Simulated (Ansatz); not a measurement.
Levels about the gap of amorphous In₂₄O₃₉Y₂ (65 atoms in a cell of 924 Å³, 6.40 g/cm³; zone centre alone, so wide bands show as single levels with stretches between that a denser mesh fills), at the geometry that PBE relaxed, where it gives 0.1 GPa on a denser mesh. The participation number counts the atoms over which a state spreads; weights are charges in smoothed Voronoi cells. The levels come from a single point, so bond lengths are those of that geometry. Method of the levels: r2SCAN, scalar-relativistic without spin-orbit coupling (Ansatz, a program for electronic structure). Sampling: the zone centre alone; Fermi-Dirac width 0.02 eV; no spin polarisation.

The cell was made by melting and quenching with the CHGNet potential and then relaxed with DFT. O atoms were pushed apart under 1.9 Å during the dynamics, to hinder bonds among them. The hot cell started wider than the set density and was brought back towards it in steps. It is the lowest in DFT energy of 2 quenches. It is a model cell: composition and starting density were chosen by hand, and all elements were melted together. No dispersion term was used. Its density started from a set value of 6.39 and ended at 6.40 g/cm³. Cooling (nominally 220 K/ps over its main leg) ran many orders faster than in experiment, which tends to leave more defects and strain. Values belong to this one cell and scatter from quench to quench. Volume and shape were free in the relaxation.

```csv
"E - E(highest filled), eV",filling,participation number,largest on,weight O,weight In,weight Y
-0.27,filled,20.0,"O, 3 neighbours",0.94,0.06,0.00
-0.25,filled,23.5,"O, 3 neighbours",0.94,0.05,0.01
-0.19,filled,20.0,"O, 3 neighbours",0.94,0.06,0.00
-0.16,filled,14.7,"O, 3 neighbours",0.94,0.05,0.01
-0.13,filled,17.6,"O, 3 neighbours",0.94,0.05,0.00
-0.06,filled,13.4,"O, 3 neighbours",0.94,0.06,0.00
0.00,filled,13.3,"O, 3 neighbours",0.95,0.04,0.00
1.06,empty,60.7,"In, 5 neighbours",0.55,0.43,0.02
3.62,empty,31.3,"In, 4 neighbours",0.59,0.40,0.01
3.87,empty,32.9,"In, 5 neighbours",0.58,0.40,0.02
3.99,empty,46.8,"In, 6 neighbours",0.60,0.39,0.01
4.11,empty,40.7,"In, 5 neighbours",0.60,0.39,0.01
4.26,empty,40.2,"In, 5 neighbours",0.60,0.38,0.02
4.44,empty,42.5,"In, 5 neighbours",0.60,0.39,0.01
```

Most localised among these is the filled level at +0.00 eV, on a O atom, which has 3 neighbours (In 2.11 Å, In 2.16 Å, Y 2.16 Å).
